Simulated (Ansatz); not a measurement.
**Variants of one calculation on YRh (Pm-3m, 2 atoms in the cell)**

```
CELL_PARAMETERS angstrom
      3.41785     0.00000     0.00000
      0.00000     3.41785     0.00000
      0.00000     0.00000     3.41785
ATOMIC_POSITIONS crystal
  Y  0.50000 0.50000 0.50000
  Rh 0.00000 0.00000 0.00000
```

Base run A: LDA (PW92), default PAW files made with PBE run with Ansatz (a quantum-chemistry and plane-wave program), self-consistent single point.

Its settings: basis.ecutwfc = 420 eV; kpoints.mp_grid.grid = 10 10 10; hamiltonian.xc = lda; hamiltonian.pseudopotentials = {kind: paw} (the program's default PAW files); scf.occupations.method = fermi_dirac; scf.occupations.width = 0.1 eV.

The starting cell comes from a database of computed structures (which also holds hypothetical and non-ambient phases and stackings), without a prior relaxation at this level. Spin polarisation is off. In the base run, with a pressure of about -7 GPa the cell is away from its equilibrium volume at this level. Ansatz's pressure includes its estimate of the finite-basis (Pulay) stress.

ΔF is the free energy per atom less that of run A. 

Run A gave: pressure (GPa) -6.84; k-points 56.

Runs:
- B: kpoints.mp_grid.grid: 10 10 10 → 13 13 13
- C: scf.occupations.method: fermi_dirac → methfessel_paxton; scf.occupations.width: 0.1 eV → 0.2 eV
- D: kpoints.mp_grid.grid: 10 10 10 → 8 8 8; scf.occupations.width: 0.1 eV → 0.3 eV
- E: basis.precision: default → f64
- F: scf.mixing.preconditioner: default (the program chose none) → kerker; scf.mixing.q_tf: default → 0.2
- G: scf.mixing.algorithm: default (the program chose MSR1) → broyden; scf.mixing.beta: default → 0.5

Problem. What does run B change against A?

Solution. The free energy goes down by 5.9 meV/atom and the pressure moves little (-6.84 to -6.86 GPa).

Problem. What does run C change against A?

Solution. The free energy rises by 11.2 meV/atom and the pressure goes from -6.84 to -6.97 GPa.

```json
[
 {"run": "A", "ΔF (meV/atom)": "0.00", "pressure (GPa)": "-6.84", "k-points": "56"},
 {"run": "B", "ΔF (meV/atom)": "-5.9", "pressure (GPa)": "-6.86", "k-points": "84"},
 {"run": "C", "ΔF (meV/atom)": "11.2", "pressure (GPa)": "-6.97", "k-points": "56"},
 {"run": "D", "ΔF (meV/atom)": "-71.0", "pressure (GPa)": "-6.12", "k-points": "35"},
 {"run": "E", "ΔF (meV/atom)": "0.00", "pressure (GPa)": "-6.84", "k-points": "56"},
 {"run": "F", "ΔF (meV/atom)": "0.00", "pressure (GPa)": "-6.84", "k-points": "56"},
 {"run": "G", "ΔF (meV/atom)": "0.00", "pressure (GPa)": "-6.83", "k-points": "56"}
]
```

Keys are those of Ansatz 0.2.
